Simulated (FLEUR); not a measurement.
Worked example: self-consistent single point of La₂Mg (C2/c, 6 atoms in the cell) in FLEUR.

Level of theory: PBEsol, all-electron FLAPW (FLEUR), scalar-relativistic valence run with FLEUR.

```yaml
crystal:
  lattice:
    - [5.33915, -3.12700, 0.00000]
    - [5.33915, 3.12700, 0.00000]
    - [-3.52625, 0.00000, 5.65431]
  atoms:
    - { symbol: La, position: [0.75838, 0.58178, 0.74598] }
    - { symbol: La, position: [0.24162, 0.41822, 0.25402] }
    - { symbol: La, position: [0.41822, 0.24162, 0.75402] }
    - { symbol: La, position: [0.58178, 0.75838, 0.24598] }
    - { symbol: Mg, position: [0.92238, 0.07762, 0.25000] }
    - { symbol: Mg, position: [0.07762, 0.92238, 0.75000] }
```

Reference input (self-consistent single point, DFT, LDA (Vosko-Wilk-Nusair), all-electron FLAPW (FLEUR), scalar-relativistic valence): Kmax = 3.8 1/bohr; GmaxXC = 11.4 1/bohr; xcFunctional = vwn; jspins = 1; l_soc = F; mode = gauss; fermiSmearingEnergy = 0.00734986 Htr; mesh (inpgen div1-3) = 4 4 3; inpgen gamma flag = true; Gmax = 11.4 1/bohr; numbands = 0; maxIterBroyd = 40. This run's input differs from it in these lines:

```diff
@@ -18,3 +18,3 @@
 &comp jspins=1 /
-&exco xctyp='vwn' /
+&exco xctyp='PBEs' /
 &kpt div1=4 div2=4 div3=3 gamma=t /
@@ -31,3 +31,3 @@
       <coreElectrons ctail="T" frcor="F" kcrel="0" coretail_lmax="0"/>
-      <xcFunctional name="vwn" relativisticCorrections="F"/>
+      <xcFunctional name="PBEs" relativisticCorrections="F"/>
       <magnetism jspins="1"/>
```

Output (repeated stretches shortened):

```
 Iteration:     1   Distance:       4.11106283 me/bohr^3
 Iteration:     2   Distance:       3.79199422 me/bohr^3
 Iteration:     3   Distance:       2.24636106 me/bohr^3
 Iteration:     4   Distance:       0.99089586 me/bohr^3
 Iteration:     5   Distance:       0.47685224 me/bohr^3
   [... 8 lines left out ...]
 Iteration:    14   Distance:       0.00011903 me/bohr^3
 Iteration:    15   Distance:       0.00012651 me/bohr^3
 Iteration:    16   Distance:       0.00002083 me/bohr^3
 Iteration:    17   Distance:       0.00000439 me/bohr^3
 Reset of history
 Run finished successfully
 Stop message:
   Structural relaxation: new displacements generated

[file out, last iteration]
             iter=     18
[...]
          total density-effective poten   -5.7926526033E+04
          total charge density-energy d   -8.3542328186E+02
 Updated energy parameters for spin:           1
[...]
 fermi energy and band-weighting factors:
    0.389264

[...]
FERMIE:
          first approx. to ef    (T=0)  :   0.317224 htr   (energy of the highest occ. eigenvalue)
          number of occ. states  (T=0)  :        547
          first approx. to seigv (T=0)  : -34.063736 htr
          sum of weights of occ. states :  32.062500
          sum of semicore charge        :   0.000000 e
          fermi energy=   0.31640 har   work function=  -8.60978 ev
          number of valence electrons=  64.00000
   [... lines left out ...]
          total moment                 =     0.00000
 Direct bandgap for spin            1 :    4.6552848958870685E-003  Htr
 ---->    free energy=                    -34377.3894908409 htr
   [... lines left out ...]
      extrapolation for T->0
 ---->    total electron energy=          -34377.3894908409 htr
 ***** TOTAL FORCES ON ATOMS *****
 TOTAL FORCE FOR ATOM TYPE=  1  X= -4.965   Y= -1.044   Z= -2.714
                       FX_TOT=-0.000881 FY_TOT= 0.000574 FZ_TOT= 0.000004
 TOTAL FORCE FOR ATOM TYPE=  2  X= -1.666   Y=  0.917   Z=  2.671
                       FX_TOT= 0.000000 FY_TOT= 0.000748 FZ_TOT= 0.000000
```

The run converged in 17 iterations. FLEUR gives forces in its relaxation mode, with a further iteration, so its stop message speaks of a relaxation. 

The starting cell comes from a database of computed structures (which also holds hypothetical and non-ambient phases and stackings), without a prior relaxation at this level. Its lattice was rescaled by a random factor within 2.5 % of one. Values depend on the basis (sphere radii, cutoffs, local orbitals), which need not be converged. The log's line on a gap gives a spacing of levels on this mesh, which the program prints for metals too.

Cost on one core of a shared machine: roughly 6 min.
